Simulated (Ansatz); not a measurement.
Abridged Ansatz (a quantum-chemistry and plane-wave program) output:

```
Pseudopotential: B, paw, valence charge 3
Pseudopotential: N, paw, valence charge 5
Crystal: 6 atoms, lattice volume = 33.811 Å³
Basis set: ecut = 420 eV, 661 PW (Γ), exchange–correlation on 36×36×80 points (8 copies of the dense FFT grid, shifted against one another)
Bands: 18, of which v1, the nominal top of the filled ones, is band 12 counted from 1 (11 counted from 0)
Symmetry: 12 space group operations
k-points: 96 of 1176 (time reversal used)
Functional: x = pbesol(κ = 0.804, μ = 0.12345679012345678), c = pbesol(β = 0.046)
SCF iter   1: F=—  HF=-1596.096581 eV  |F-HF|=—  |Δ(HF+E_count)|=         —  Δρ=1.87e-2  dr2=7.99e-2  ethr=1.77e-3  ⟨swp⟩=6.5  Hψ=9125  notcnv=0
SCF iter   2: F=—  HF=-1596.075583 eV  |F-HF|=—  |Δ(HF+E_count)|=   2.10e-2  Δρ=5.14e-3  dr2=3.37e-3  ethr=3.33e-4  ⟨swp⟩=2.6  Hψ=3354  notcnv=0  defer=149
SCF 1 converged in 6 iterations: F = -1596.075125 eV  dr2 = 1.84e-10
SCF converged after 6 iterations
Free energy (F): -1596.075125 eV
Internal energy: -1596.075125 eV  (E = F + TS)
E sigma→0 (E₀):  -1596.075125 eV
Fermi energy:    14.539271 eV
--- Forces (eV/Å), atoms counted from 1 ---
  atom   1  B      0.00000000     0.00000000    -0.00000000
  atom   2  B     -0.00000000     0.00000000    -0.00000000
  atom   3  B      0.00000000     0.00000000     0.00000000
  atom   4  N     -0.00000000     0.00000000    -0.00000000
  atom   5  N     -0.00000000     0.00000000    -0.00000000
  atom   6  N      0.00000000     0.00000000     0.00000000
--- Stress (GPa, compression-positive) ---
        0.006484      -0.000000      -0.000000
        0.000000       0.006484       0.000000
        0.000000       0.000000       0.009190
  P = ⅓ Tr σ = 0.0074 GPa (0.074 kbar)
```

Problem. What was computed, and what are the main results?

Solution. BN, 6 atoms in the cell, with plane-wave PAW DFT at the PBEsol level (Ansatz, 420 eV), without spin-orbit coupling. The last SCF converged to F = -1596.075125 eV, or -266.0125 eV per atom, at a pressure of 0.01 GPa. The total energy compares only with runs of the same code, potentials and settings.

Whether these cells are dynamically stable was not tested. The base started in P3_121 and relaxed to P6_422 at this level. The cell is BN (space group P6_422, No. 181; a hypothetical phase, not in the database extracts checked).
